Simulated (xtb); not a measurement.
xtb 6.7.1, GFN2-xTB: Cc1ccsc1-c1c(F)c(F)cc(F)c1F, 22 atoms. The geometry is a generated start, not checked to be a minimum at this level.

method: GFN2-xTB
--acc: 1 (default)
--etemp (K): 300 (default)
detailed input (--input): none: ANC optimiser, Lindh (1995) Hessian, microcycle=20, maxdispl=1.0, hlow=0.01 (default)
basis functions: 76
valence electrons: 84

```xyz
22

C     -1.7397    -1.7317     0.2021
C     -1.8638    -0.2548     0.0102
C     -3.1208     0.4272    -0.1082
C     -2.9766     1.7843    -0.2807
S     -1.3374     2.2521    -0.3078
C     -0.8035     0.6375    -0.0785
C      0.6360     0.3766    -0.0283
C      1.4192     0.8191     1.0446
F      0.8589     1.4859     2.0657
C      2.7898     0.5625     1.0807
F      3.5239     0.9909     2.1163
C      3.4112    -0.1402     0.0572
C      2.6397    -0.5880    -1.0066
F      3.2280    -1.2731    -1.9962
C      1.2686    -0.3367    -1.0527
F      0.5613    -0.7911    -2.0990
H     -1.3939    -2.2073    -0.7211
H     -1.0295    -1.9621     1.0029
H     -2.7027    -2.1769     0.4730
H     -4.0881    -0.0600    -0.0687
H     -3.7571     2.5239    -0.3949
H      4.4765    -0.3381     0.0899
```

The structure is relaxed from this start with --opt LEVEL for the levels crude, sloppy, loose, lax, normal, tight, vtight, extreme, once each. Up to the end of the extreme run atoms move by at most 0.59 Å along an axis.

What is the loosest level that ends within 5 meV of the extreme run, and how many cycles does it take?

sloppy: 14 cycles against 31, ending 1.4 meV above.

```
level    cycles  energy above the extreme run (meV)  gradient norm (eV/Å)
-------  ------  ----------------------------------  --------------------
crude         3                                  41                  0.26
sloppy       14                                 1.4                  0.14
loose        15                                0.74                 0.086
lax          18                                0.40                 0.027
normal       18                                0.40                 0.027
tight        25                               0.048                0.0095
vtight       30                          under 0.01                0.0010
extreme      31                                   —               0.00080
```
